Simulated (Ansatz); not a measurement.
The parent structure is CdSe in the zinc blende structure (space group F-43m, No. 216; a = 6.133 Å). Axes: x, y, z lie along the cube axes.

Level of theory: r2SCAN in Ansatz (plane waves to 500 eV, PAW, no SOC), earlier PAW set.

A first run, uniaxial strain ε_zz = +0.70 %, gives secant values C11 ≈ 63 GPa and C12 ≈ 45 GPa from its stress. A second run applies isotropic strain +0.56 %.

What does linear elasticity predict for the bulk modulus −ΔP/(ΔV/V₀) in the second run, and what does the run give?

Linear elasticity: (C11 + 2 C12)/3 = 51 GPa. The run gives 49 GPa; any difference comes from nonlinear terms at these strains and numerical noise.

No phonon test of stability was made.

Ansatz is an electronic-structure program.
